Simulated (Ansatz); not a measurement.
Consider the following.

```
CELL_PARAMETERS angstrom
      5.88943     0.00000     0.00000
      0.00000     5.88943     0.00000
      0.00000     0.00000     5.88943
ATOMIC_POSITIONS crystal
  Zn 0.00000 0.00000 0.00000
  Zn 0.50000 0.50000 0.00000
  Zn 0.00000 0.50000 0.50000
  Zn 0.50000 0.00000 0.50000
  S  0.39827 0.39827 0.39827
  S  0.89827 0.10173 0.60173
  S  0.60173 0.89827 0.10173
  S  0.10173 0.60173 0.89827
  S  0.60173 0.60173 0.60173
  S  0.10173 0.89827 0.39827
  S  0.39827 0.10173 0.89827
  S  0.89827 0.39827 0.10173
```

No spin polarisation.

Method: PBEsol (Ansatz, a first-principles code), without spin-orbit coupling. k-mesh 5×5×5 (Γ-centred); smearing 0.05 eV (Fermi–Dirac).

Q: Predict the valence-band top at Γ (three highest levels, from the VBM).

A: 0.00, 0.00, -0.76 eV.

Q: Estimate the band gap.

A: 1.30 eV.

Q: Estimate the smallest direct gap.

A: 1.47 eV.

Q: What is the computed electron mass?

A: 0.42 mₑ along k, 0.61 mₑ across (off the special points).

Effective masses come from finite differences of ±0.01 Å⁻¹. Along k means along the line from Γ to the band edge. Whether these cells are dynamically stable was not tested. The cell was made from FeS2 by this change: Fe → Zn; the result is a model cell, its experimental status unchecked.
